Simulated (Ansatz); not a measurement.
CsMgF$_{3}$ (Pm-3m), PBEsol, rigid bands (Ansatz, a first-principles code): band gap 6.88 eV, N_c = 7.38e18 cm⁻³ and N_v = 1.02e21 cm⁻³ at 300 K, conductivity masses of 0.439 mₑ (electrons) and 2.74 mₑ (holes). Take k_BT = 0.02585 eV.

**Question.** A film of it is 3 nm thick. Estimate the confinement energies in an infinite well.

**Answer.** ħ²π²/(2m t²) = 0.376 eV·nm²/(m/mₑ × t²) gives 95.2 meV for electrons and 15.2 meV for holes, so the gap would widen to about 6.99 eV. Finite barriers and nonparabolic bands lower this, and with several valleys or bands the heaviest mass along the normal sets the lowest level, not this average.

**Question.** What thermal injection velocity √(2k_BT/πm) limits a ballistic channel?

**Answer.** 8.12e6 cm/s for electrons and 3.25e6 cm/s for holes, a ratio of √(m_h/m_e) = 2.50, for dilute carriers.

**Question.** Find the intrinsic carrier density and the intrinsic Fermi level.

**Answer.** n_i = √(N_c N_v) exp(−E_g/2k_BT) = 8.68e19 × exp(−133.07) = 1.4e-38 cm⁻³. The level lies (k_BT/2) ln(N_v/N_c) = 64 meV from mid-gap (positive towards the conduction band). Each 0.1 eV added to the gap lowers n_i by a factor of 6.9.

Rigid, parabolic bands with the computed gap; masses take one relaxation time for all states. Spin-orbit coupling is left out; where it splits the top of the valence band, N_v and the p-type Seebeck coefficient come out somewhat high without it.

Computed structure with no diffraction record at hand here (it may be known, metastable or hypothetical): CsMgF3 (Pm-3m).
